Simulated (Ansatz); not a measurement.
The reference is BP (space group P6_422, No. 181; a = 3.279 Å, c = 6.995 Å; a hypothetical phase, not in the database extracts checked). Axes: x lies along a and z along c of the hexagonal cell.

Level of theory: PBE/PAW in Ansatz (an electronic-structure program), no spin-orbit coupling.

Strains are applied to the cell and any free atomic positions relax; under biaxial strain the out-of-plane vector relaxes too.

One change was made to it. Results:

The pressure (mean of the normal stresses, compression positive) goes from zero to 0.4 GPa; the volume per atom shrinks by 0.03 Å³, from 10.86 Å³ to 10.83 Å³.

Problem. What was done to the base?
A. biaxial strain −0.15 %, plane normal [001], relaxed out of plane
B. uniaxial strain ε_yy = +1.11 %
C. biaxial strain −2.07 %, plane normal [001], relaxed out of plane
D. biaxial strain +4.01 %, plane normal [001], relaxed out of plane

Solution. A, biaxial strain −0.15 %, plane normal [001], relaxed out of plane. For comparison, the pressure in the other runs: biaxial strain −2.07 %, plane normal [001], relaxed out of plane gives 6.4 GPa; uniaxial strain ε_yy = +1.11 % gives -1.9 GPa; biaxial strain +4.01 %, plane normal [001], relaxed out of plane gives -10.0 GPa.

No phonon test of stability was made. The base started in P3_121 and relaxed to P6_422 at this level. The final runs are not spin-polarised. Gaps under 0.05 eV, about the width of the smearing, are given as zero.
